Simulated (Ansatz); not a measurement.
# ZrSi2, response to strain

Consider ZrSi2 (space group Cmcm, No. 63; a = 3.705 Å, b = 14.795 Å, c = 3.679 Å). Axes: x, y, z lie along a, b, c of the conventional cell.

Strains are applied to the cell and any free atomic positions relax; under biaxial strain the out-of-plane vector relaxes too.

All numbers come from Ansatz (a program for electronic structure), PBE, PAW, cutoff 420 eV, no spin-orbit coupling, earlier PAW set.

Candidates:
(a) biaxial strain +0.29 %, plane normal [001], relaxed out of plane
(b) uniaxial strain ε_zz = −2.15 %
(c) uniaxial strain ε_zz = +5.05 %
(d) uniaxial strain ε_zz = −2.57 %

Notes on the quantities. energy relative to the base: free energy F.

Question: Order them by energy relative to the base, highest first.

Answer: (c) uniaxial strain ε_zz = +5.05 % (+33 meV/atom), (d) uniaxial strain ε_zz = −2.57 % (+10 meV/atom), (b) uniaxial strain ε_zz = −2.15 % (+7.0 meV/atom), (a) biaxial strain +0.29 %, plane normal [001], relaxed out of plane (+0.2 meV/atom)

Without a gap, meshes like the base's 13×13×13 leave anisotropic stresses uncertain by several tenths of a GPa, and small strain energies with them. No phonon test of stability was made. The final runs are not spin-polarised.
